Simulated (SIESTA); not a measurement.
## A self-consistent single point of LiCd₃ (P6_3/mmc, 8 atoms in the cell) with SIESTA

Method of the run: GGA PBEsol, numerical atomic orbitals DZP, PseudoDojo PBEsol standard norm-conserving potentials (rewritten from UPF to PSML) run with SIESTA.

Input as run:

```
# files in the folder: Li.psml Cd.psml (PseudoDojo PBEsol standard)
SystemName  LiCd3
SystemLabel licd3

NumberOfAtoms                8
NumberOfSpecies              2
%block ChemicalSpeciesLabel
  1 3 Li
  2 48 Cd
%endblock ChemicalSpeciesLabel
LatticeConstant              1.0 Ang
%block LatticeVectors
     6.110130000    0.000000000    0.000000000
    -3.055065000    5.291528000    0.000000000
     0.000000000    0.000000000    4.849240000
%endblock LatticeVectors
AtomicCoordinatesFormat      Bohr
%block AtomicCoordinatesAndAtomicSpecies
     5.773241916    3.333176234    2.290933878  1
    -0.000005773    6.666362467    6.872801634  1
     8.604200218    1.698721634    6.872801634  2
    -2.830964075    8.300817066    2.290933878  2
     2.830964075    8.300817066    2.290933878  2
     2.942272068    1.698721634    6.872801634  2
     5.773236143    6.602095432    6.872801634  2
     0.000000000    3.397443269    2.290933878  2
%endblock AtomicCoordinatesAndAtomicSpecies

XC.functional                GGA
XC.authors                   PBEsol
PAO.BasisSize                DZP
PAO.EnergyShift              0.01 Ry
PAO.Polarization.NonPerturbative true
MeshCutoff                   300 Ry
%block kgrid.MonkhorstPack
    4   0   0  0.0
    0   4   0  0.0
    0   0   5  0.0
%endblock kgrid.MonkhorstPack
OccupationFunction           FD
ElectronicTemperature        0.136 eV

MaxSCFIterations             150
SCF.Mixer.Method             Broyden
SCF.Mixer.Weight             0.25
SCF.Mixer.History            6
SCF.DM.Tolerance             1.0E-04
Diag.ParallelOverK           true
WriteForces                  true
```

Output, abridged:

```
reinit: Reading from file input.fdf

reinit: System Name: LiCd3
reinit: System Label: licd3

coor:   Atomic-coordinates input format  =     Cartesian coordinates
coor:                                            (in Bohr units)

siesta: Atomic coordinates (Bohr) and species
siesta:      5.77324   3.33318   2.29093  1        1
siesta:     -0.00001   6.66636   6.87280  1        2
siesta:      8.60420   1.69872   6.87280  2        3
siesta:     -2.83096   8.30082   2.29093  2        4
siesta:      2.83096   8.30082   2.29093  2        5
siesta:      2.94227   1.69872   6.87280  2        6
siesta:      5.77324   6.60210   6.87280  2        7
siesta:      0.00000   3.39744   2.29093  2        8

siesta: System type = bulk

initatomlists: Number of atoms, orbitals, and projectors:      8   126   124

siesta: ******************** Simulation parameters ****************************
redata: Spin configuration                          = none
redata: Time-Reversal Symmetry                      = T
redata: Number of Atomic Species                    =        2
redata: Mesh Cutoff                                 =   300.0000 Ry
redata: Net charge of the system                    =     0.0000 |e|
redata: Min. number of SCF Iter                     =        0
redata: Max. number of SCF Iter                     =      150
redata: SCF convergence failure will abort job
redata: SCF mix quantity                            = Hamiltonian
redata: Mix DM or H after convergence               =   F
redata: Recompute H after scf cycle                 =   F
redata: Mix DM in first SCF step                    =   T
redata: No kicks to SCF
redata: DM Mixing Weight for Kicks                  =     0.5000
redata: Require Harris convergence for SCF          =   F
redata: Harris energy tolerance for SCF             =     0.000100 eV
redata: Require DM convergence for SCF              =   T
   [... lines left out ...]
diag: Parallel distribution                         =     1 x     1
diag: Used triangular part                          = Lower
diag: Absolute tolerance                            =  0.100E-15
diag: Orthogonalization factor                      =  0.100E-05
diag: Memory factor                                 =  1.0000

superc: Internal auxiliary supercell:     5 x     5 x     5  =     125
superc: Number of atoms, orbitals, and projectors:   1000  15750  15500

                        Single-point calculation

superc: Internal auxiliary supercell:     5 x     5 x     5  =     125
superc: Number of atoms, orbitals, and projectors:   1000  15750  15500

outcell: Unit cell vectors (Ang):
        6.110130    0.000000    0.000000
       -3.055065    5.291528    0.000000
        0.000000    0.000000    4.849240

outcell: Cell vector modules (Ang)   :    6.110130    6.110130    4.849240
outcell: Cell angles (23,13,12) (deg):     90.0000     90.0000    120.0000
outcell: Cell volume (Ang**3)        :    156.7853
new_DM -- step:     1
Initializing Density Matrix...

Attempting to read DM from file... Failed...
DM filled with atomic data:

InitMesh: MESH = 60 x 60 x 54 = 194400
InitMesh: Mesh cutoff (required, used) =   300.000   342.722 Ry

stepf: Fermi-Dirac step function
        iscf     Eharris(eV)        E_KS(eV)     FreeEng(eV)     dDmax    Ef(eV) dHmax(eV)
   scf:    1   -28904.327567   -28968.118770   -28968.318663  0.591609 -2.401317 12.596539
   scf:    2   -28996.742202   -28984.772404   -28984.967241  0.443061 -2.770194  4.705551
   scf:    3   -28988.431707   -28987.174998   -28987.371547  0.168434 -2.972596  0.452831
   scf:    4   -28987.168000   -28987.188992   -28987.386136  0.032153 -3.039734  0.312217
   scf:    5   -28987.169376   -28987.191426   -28987.387931  0.025557 -3.031932  0.317907
   scf:    6   -28987.204311   -28987.201374   -28987.398279  0.013757 -3.062578  0.032155
   scf:    7   -28987.201409   -28987.201391   -28987.398285  0.000223 -3.063118  0.031996
   scf:    8   -28987.201648   -28987.201541   -28987.398397  0.001027 -3.062350  0.006530
   scf:    9   -28987.201565   -28987.201554   -28987.398400  0.000208 -3.062274  0.002439
   scf:   10   -28987.201558   -28987.201556   -28987.398400  0.000039 -3.062343  0.001320
   scf:   11   -28987.201557   -28987.201557   -28987.398400  0.000018 -3.062397  0.000747
SCF Convergence by DM+H criterion
max |DM_out - DM_in|         :     0.0000180567
max |H_out - H_in|      (eV) :     0.0007470240
SCF cycle converged after 11 iterations

Using DM_out to compute the final energy and forces

siesta: E_KS(eV) =           -28987.2016

siesta: E_KS - E_eggbox =    -28987.2016

siesta: Atomic forces (eV/Ang):
     1   -0.000026    0.000015    0.000000
     2    0.000026   -0.000015    0.000000
     3    0.147723   -0.085288    0.000000
     4   -0.147723    0.085288   -0.000000
     5    0.147710    0.085292   -0.000000
     6   -0.147710   -0.085292    0.000000
     7    0.000009    0.170567   -0.000000
     8   -0.000009   -0.170567   -0.000000
   Tot    0.000000   -0.000000    0.000000
   Max    0.170567
   Res    0.085285    sqrt( Sum f_i^2 / 3N )
   Max    0.170567    constrained

Stress tensor Voigt[x,y,z,yz,xz,xy] (kbar):       70.34       70.53       65.45        0.00        0.00        0.17
(Free)E + p*V (eV/cell)   -28994.1285
Target enthalpy (eV/cell)   -28987.3984

siesta: Program's energy decomposition (eV):
siesta: Ebs     =     -4656.562451
siesta: Eions   =     41385.744277
siesta: Ena     =      5459.853836
siesta: Ekin    =     10301.236785
siesta: Enl     =       403.290175
siesta: Eso     =         0.000000
siesta: Edftu   =         0.000000
siesta: DEna    =       244.753729
siesta: DUscf   =         6.561515
siesta: DUext   =         0.000000
siesta: Ex      =     -3778.076431
siesta: Ec      =      -239.076888
siesta: Exc     =     -4017.153319
siesta: Eharris =    -28987.201557
siesta: Etot    =    -28987.201557
siesta: FreeEng =    -28987.398400

siesta: Atomic forces (eV/Ang):
siesta:      1   -0.000026    0.000015    0.000000
siesta:      2    0.000026   -0.000015    0.000000
siesta:      3    0.147723   -0.085288    0.000000
siesta:      4   -0.147723    0.085288   -0.000000
siesta:      5    0.147710    0.085292   -0.000000
siesta:      6   -0.147710   -0.085292    0.000000
siesta:      7    0.000009    0.170567   -0.000000
siesta:      8   -0.000009   -0.170567   -0.000000
siesta: ----------------------------------------
siesta:    Tot    0.000000   -0.000000    0.000000

siesta: Stress tensor (static) (eV/Ang**3):
siesta:     0.043904    0.000103    0.000000
siesta:     0.000103    0.044023    0.000000
siesta:     0.000000    0.000000    0.040849

siesta: Cell volume =        156.785259 Ang**3

siesta: Pressure (static):
siesta:                Solid            Molecule  Units
siesta:          -0.00046752         -0.00050851  Ry/Bohr**3
siesta:          -0.04292551         -0.04668933  eV/Ang**3
siesta:         -68.77425329        -74.80455936  kBar
```

The run converged in 11 iterations.

The starting cell comes from a database of computed structures (which also holds hypothetical and non-ambient phases and stackings), without a prior relaxation at this level. Values carry the incompleteness of an atom-centred basis. With a pressure of about -7 GPa the cell is away from its equilibrium volume at this level.
